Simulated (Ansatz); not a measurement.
MoSe2, point defects

Take a 12-atom supercell of MoSe2 in the 2H-MoS2 type structure (space group P6_3/mmc, No. 194; a = 3.277 Å, c = 12.731 Å; layered, stacked along the Cartesian z axis) at its relaxed geometry as the base.

One neutral defect a cell, atoms relaxed at fixed cell.

Level of theory: Ansatz (an electronic-structure program), PBE-D3(BJ), PAW, cutoff 420 eV, scalar-relativistic without spin-orbit coupling, earlier PAW set.

```json
[
 {"case": "perfect supercell", "largest displacement of a host atom from its site in the perfect cell": "–", "pressure": "0.0 GPa"},
 {"case": "Ge on a Se site", "largest displacement of a host atom from its site in the perfect cell": "0.18 Å", "pressure": "-1.5 GPa"},
 {"case": "Se on a Mo site (antisite)", "largest displacement of a host atom from its site in the perfect cell": "0.27 Å", "pressure": "2.9 GPa"},
 {"case": "Ir on a Se site", "largest displacement of a host atom from its site in the perfect cell": "0.19 Å", "pressure": "-2.2 GPa"},
 {"case": "Mo vacancy", "largest displacement of a host atom from its site in the perfect cell": "1.83 Å", "pressure": "0.0 GPa"},
 {"case": "S on a Se site, symmetric start", "largest displacement of a host atom from its site in the perfect cell": "0.06 Å", "pressure": "-1.0 GPa"}
]
```

The magnetic state is the one reached from the starting moments; the real material's order can differ, and small cells can't hold many antiferromagnetic ones. In so small a cell the defect repeats every few ångströms: this is an ordered compound, not a dilute defect. The mesh was chosen for an insulator and is coarse for the gapless case. Defects with a symmetric start kept the site's symmetry and may sit on a saddle; the others started slightly shaken. Seeded moments were not kept for Ge on a Se site, Se on a Mo site (antisite), Mo vacancy and S on a Se site.
